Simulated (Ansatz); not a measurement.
**Input and output of a self-consistent single point for LaSnPt (P-62m, 9 atoms in the cell) (Ansatz, a program for electronic structure)**

Level of theory: LDA (PW92), default PAW files made with PBE (plane waves; Ansatz).

Input:

Ansatz 0.2 input:
```yaml
crystal:
  lattice:
    - [7.687420, 0.000000, 0.000000]
    - [-3.843710, 6.657501, 0.000000]
    - [0.000000, 0.000000, 4.206140]
  atoms:
    - { symbol: La, position: [0.414200, 0.414200, 0.000000] }
    - { symbol: La, position: [0.000000, 0.585800, 0.000000] }
    - { symbol: La, position: [0.585800, 0.000000, 0.000000] }
    - { symbol: Sn, position: [0.000000, 0.248270, 0.500000] }
    - { symbol: Sn, position: [0.248270, 0.000000, 0.500000] }
    - { symbol: Sn, position: [0.751730, 0.751730, 0.500000] }
    - { symbol: Pt, position: [0.333333, 0.666667, 0.500000] }
    - { symbol: Pt, position: [0.666667, 0.333333, 0.500000] }
    - { symbol: Pt, position: [0.000000, 0.000000, 0.000000] }
basis:
  ecutwfc: 420.0
kpoints:
  mp_grid:
    grid: [4, 4, 5]
hamiltonian:
  xc: lda
  pseudopotentials:
    kind: paw
scf:
  occupations:
    method: cold
    width: 0.272
output:
  forces: true
  eigenvalues: true
  stress: true
```

Log, with long lists cut:

```
WARN the atoms were moved onto the symmetric positions of the space group found under crystal.symmetry.tolerance 1.0e-5 (fractional …
WARN ansatz: RAYON_NUM_THREADS=1 ignored (pool sized by the plan → 1); use --threads N
Pseudopotentials: kind: paw
Pseudopotential: La, paw, valence charge 11
Pseudopotential: Sn, paw, valence charge 14
Pseudopotential: Pt, paw, valence charge 18
Crystal: 9 atoms, lattice volume = 215.266 Å³
Basis set: ecut = 420 eV, 4197 PW (Γ)
Bands: 78, of which v1, the nominal top of the filled ones, is band 65 counted from 1 (64 counted from 0)
Symmetry: 12 space group operations
Space group: P-62m (ITA 189), of the structure as read, at distance tolerance 6.0e-5 Å
k-points: 12 of 80 (time reversal used)
PAW frozen core: La, regenerated for the run's functional, and the local potential with it
PAW frozen core: Sn, regenerated for the run's functional, and the local potential with it
PAW frozen core: Pt, regenerated for the run's functional, and the local potential with it
Initial density: superposition of atomic densities (neutral atoms: chi_scale 0, normalization atom), corrected by the library's trained network
Initial wavefunctions: pseudopotential atomic-orbital guess
Eigensolver: davidson
Functional: x = slater, c = lda
SCF iter   1: F=—  HF=-72611.687655 eV  |F-HF|=—  |Δ(HF+E_count)|=         —  Δρ=6.09e-3  dr2=4.49e-2  ethr=1.77e-3  ⟨swp⟩=6.7  Hψ=3429  notcnv=0
all-band conjugate gradients solve this SCF's bands
preconditioner: auto → Kerker (q_TF=auto, 2.505 Å⁻¹)
SCF iter   2: F=—  HF=-72611.678368 eV  |F-HF|=—  |Δ(HF+E_count)|=   9.29e-3  S|Δr|=    0.00e0  Δρ=2.95e-3  dr2=1.03e-2  ethr=3.48e-5  ⟨swp⟩=2.2  Hψ=1853  notcnv=0
SCF iter   3: F=—  HF=-72611.675844 eV  |F-HF|=—  |Δ(HF+E_count)|=   2.52e-3  S|Δr|=    0.00e0  Δρ=9.12e-4  dr2=1.85e-3  ethr=7.96e-6  ⟨swp⟩=2.5  Hψ=1583  notcnv=0
SCF iter   4: F=—  HF=-72611.675420 eV  |F-HF|=—  |Δ(HF+E_count)|=   4.24e-4  S|Δr|=    0.00e0  Δρ=2.65e-4  dr2=2.89e-4  ethr=1.43e-6  ⟨swp⟩=2.0  Hψ=1202  notcnv=0
SCF iter   5: F=—  HF=-72611.675343 eV  |F-HF|=—  |Δ(HF+E_count)|=   7.68e-5  S|Δr|=    0.00e0  Δρ=1.19e-4  dr2=5.51e-5  ethr=2.24e-7  ⟨swp⟩=2.1  Hψ=1692  notcnv=0
SCF iter   6: F=—  HF=-72611.675243 eV  |F-HF|=—  |Δ(HF+E_count)|=   9.99e-5  S|Δr|=    0.00e0  Δρ=4.15e-5  dr2=6.17e-6  ethr=4.27e-8  ⟨swp⟩=2.1  Hψ=1276  notcnv=0  defer=1
SCF iter   7: F=—  HF=-72611.675242 eV  |F-HF|=—  |Δ(HF+E_count)|=   1.05e-6  S|Δr|=    0.00e0  Δρ=1.68e-5  dr2=1.26e-6  ethr=4.78e-9  ⟨swp⟩=2.1  Hψ=1610  notcnv=0  defer=1
SCF iter   8: F=—  HF=-72611.675242 eV  |F-HF|=—  |Δ(HF+E_count)|=   2.10e-7  S|Δr|=    0.00e0  Δρ=4.04e-6  dr2=1.31e-7  ethr=9.77e-10  ⟨swp⟩=2.0  Hψ=1146  notcnv=0  defer=1
SCF iter   9: F=-72611.675242 eV  HF=-72611.675242 eV  |F-HF|=5.34e-9  |Δ(HF+E_count)|=   2.15e-8  S|Δr|=    0.00e0  Δρ=9.52e-7  dr2=6.05e-9  ethr=7.75e-11  ⟨swp⟩=16.2  Hψ=5308  notcnv=0
SCF 1 converged in 9 iterations: F = -72611.675242 eV  dr2 = 6.05e-9
SCF converged after 9 iterations
Stability not checked (fill_not_monotonic)
Free energy (F): -72611.675242 eV
Harris-Foulkes:  -72611.675242 eV  (|F-HF|=5.34e-9)
Internal energy: -72611.646932 eV  (E = F + TS)
E sigma→0 (E₀):  -72611.665805 eV
Entropy (-TS):   -0.028309 eV (-3.145 meV/atom)
Fermi energy:    14.786648 eV
--- Per-component energies (eV) ---
  E_band       = -961.158614
  E_kinetic    = 3063.790409
  E_local      = -10069.248205  (includes V_loc(G=0)·N_el)
  E_nonlocal   = 836.605021
  E_hartree    = 4512.986971
  E_xc         = -2336.036533
  E_vxc        = -1650.474244  (∫ρ·V_xc dr)
  E_paw        = -55258.764556  (= ΣΔE_a)
  E_vpaw       = -2167.807373  (= ΣTr[D̂ρ^β])
  E_aug_tail   = 0.000537  (compensation charges beyond the density's cutoff)
  E_ewald      = -13364.615028
  E_core_change = 3.634452  (= ΣΔE_core)
  E_smearing   = -0.028309  (= −TS)
  E_closure    = -0.000000  (closes the sum)
  Σ components = -72611.675242   (vs F -72611.675242, Δ=0.00e0)
--- Forces (eV/Å), atoms counted from 1 ---
  atom   1  La     0.00532344     0.00922046    -0.00000000
  atom   2  La     0.00532344    -0.00922046     0.00000000
  atom   3  La    -0.01064687    -0.00000000     0.00000000
  atom   4  Sn    -0.01155829     0.02001954    -0.00000000
  atom   5  Sn     0.02311658     0.00000000    -0.00000000
  atom   6  Sn    -0.01155829    -0.02001954     0.00000000
  atom   7  Pt     0.00000000     0.00000000     0.00000000
  atom   8  Pt    -0.00000000    -0.00000000     0.00000000
  atom   9  Pt    -0.00000000    -0.00000000    -0.00000000
  max |Σ_I F_I| component: 3.35e-17 eV/Å
--- Stress (GPa, compression-positive) ---
       -5.562693       0.000000       0.000000
        0.000000      -5.562693       0.000000
        0.000000       0.000000      -5.697265
  P = ⅓ Tr σ = -5.6076 GPa (-56.076 kbar)
  The stress holds the Pulay correction. Without it, at fixed plane waves, as pw.x and ABINIT print it: P = -5.6365 GPa
--- Band table (eV; the first three rows and the last of 12) ---
  k-point 0: bands = ["-84.1542", "-83.8198", "-83.8198", "-38.3729", "-38.2149", "-38.2149", "-37.9818", "-37.9817", "-37.9188", "-37.9188", "-37.9184", "-37.9184", "-17.9593", "-17.9070", "-17.9070", "-6.6462", "-6.6197", "-6.6175", "-6.6175", [...]
  k-point 1: bands = ["-84.1542", "-83.8198", "-83.8198", "-38.3733", "-38.2149", "-38.2149", "-37.9823", "-37.9821", "-37.9188", "-37.9188", "-37.9184", "-37.9184", "-17.9511", "-17.9018", "-17.9018", "-6.6422", "-6.6284", "-6.6163", "-6.6163", [...]
  k-point 2: bands = ["-84.1542", "-83.8198", "-83.8198", "-38.3740", "-38.2149", "-38.2149", "-37.9830", "-37.9828", "-37.9187", "-37.9187", "-37.9183", "-37.9183", "-17.9379", "-17.8933", "-17.8933", "-6.6423", "-6.6356", "-6.6146", "-6.6146", [...]
  k-point 11: bands = ["-84.1542", "-83.8198", "-83.8198", "-38.3740", "-38.2149", "-38.2149", "-37.9829", "-37.9829", "-37.9187", "-37.9186", "-37.9184", "-37.9183", "-17.9228", "-17.9081", "-17.8938", "-6.6427", "-6.6367", "-6.6171", "-6.6160", [...]
```

The run converged in 9 iterations.

The starting cell comes from a database of computed structures (which also holds hypothetical and non-ambient phases and stackings), without a prior relaxation at this level. Spin-orbit coupling is off. Spin polarisation is off. With a pressure of about -6 GPa the cell is away from its equilibrium volume at this level. Ansatz's pressure includes its estimate of the finite-basis (Pulay) stress.
